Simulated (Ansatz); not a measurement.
Consider YN in the rock salt structure (space group Fm-3m, No. 225; a = 4.856 Å). Axes: x, y, z lie along the cube axes.

One thing is altered: biaxial strain −0.18 %, plane normal [001], relaxed out of plane (Cartesian); in-plane vectors clamped, the third vector and the atoms free.

Levels (all Ansatz, a first-principles code, PAW): PBEsol (420 eV, no spin-orbit coupling); HSE06+SOC (420 eV, spin-orbit coupling included).

The geometry is relaxed with PBEsol.

| Quantity | Value |
|---|---|
| PBEsol valence-band top at Γ | 0.00, 0.00, -0.01 eV |
| PBEsol lowest conduction level above the VBM at special points | X 0.07 eV; M 0.07 eV; S 2.45 eV; Γ 3.11 eV |

**Question.** How does going to HSE06+SOC change the valence-band top at Γ and lowest conduction level above the VBM at special points?

**Answer.** The valence-band top at Γ (three highest Kramers pairs, from the VBM) becomes 0.00, -0.01, -0.08 eV (PBEsol: 0.00, 0.00, -0.01 eV); the lowest conduction level above the VBM at special points changes from X 0.07 eV; M 0.07 eV; S 2.45 eV; Γ 3.11 eV to X 1.02 eV; M 1.03 eV; S 3.53 eV; Γ 4.30 eV.

Single points use the geometry relaxed with PBEsol. The hybrid gap comes from the SCF mesh plus the semilocal run's edge points and a few special points and is an upper bound. Differences between runs with and without spin-orbit coupling are approximate. The levels and masses belong to the bands next to the band gap. Stability against distortions was not tested. Labels are those of the standard path for the cell's own space group.
